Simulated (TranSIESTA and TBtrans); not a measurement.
Run with TranSIESTA and TBtrans (open boundaries, self-consistent; PseudoDojo norm-conserving potentials, scalar-relativistic): PAO.BasisSize DZP, PAO.EnergyShift 0.15 eV, XC.Authors PBE, Mesh.Cutoff 200 Ry, ElectronicTemperature 300 K, TS.Voltage 0.0 eV, TBT.Elecs.Eta 0.001 eV, no spin polarisation.

Junction: Ga chain with one S atom inserted. Leads: straight Ga chain, spacing 2.422 Å. Geometry: 3 atoms about the centre moved by SIESTA (PBE, DZP) to a largest force of 0.03 eV/Å, all others as built, motion along the axis alone.

Q: Give the largest eigenchannel transmissions at the Fermi level (four at most) and the total.

A: 0.98, 0.51, 0.51; total 2.00. The straight chain is held at its spacing; free chains may zigzag or dimerise. No spin-polarised start was tried, so a magnetic state, if there is one, is missed.
